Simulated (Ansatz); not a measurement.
Results of PBEsol in Ansatz (plane waves, PAW) for InGa3N4 (P3m1, No. 156, 8 atoms in the cell; start mp-1223879).

Settings: plane-wave cutoff 520 eV, 12×12×4 k mesh (along the axes of the cell as run), Fermi–Dirac smearing 0.01 eV, scalar-relativistic PAW data made under PBE.

Cell (relaxed at this level):

Space group P3m1 (No. 156); a = b = 3.2639 Å, c = 10.7135 Å, α = β = 90.00°, γ = 120.00°

```csv
atom,site,symmetry,x,y,z
In,1a,3m.,0.0000,0.0000,0.9979
Ga,1c,3m.,0.6667,0.3333,0.2594
Ga,1c,3m.,0.6667,0.3333,0.7380
Ga,1a,3m.,0.0000,0.0000,0.4985
N,1c,3m.,0.6667,0.3333,0.0798
N,1c,3m.,0.6667,0.3333,0.5561
N,1a,3m.,0.0000,0.0000,0.3167
N,1a,3m.,0.0000,0.0000,0.7954
```

### Question
Give the computed band gap and bulk modulus.

### Answer

- band gap = 0.68 eV (on the SCF k mesh)
- bulk modulus = 170 GPa

Note: the relaxation could not lower the start's symmetry, so the cell can be a saddle point above a distorted one; the bulk modulus is −V dP/dV from two relaxed cells at ±2 % in volume.

Spin–orbit coupling is not included.

Static lattice: no zero-point or thermal effects.

Cost on a shared machine: very roughly 90 core-seconds.

A start named mp-… is a Materials Project structure, which need not be a measured phase.

Ansatz is a program for electronic structure.
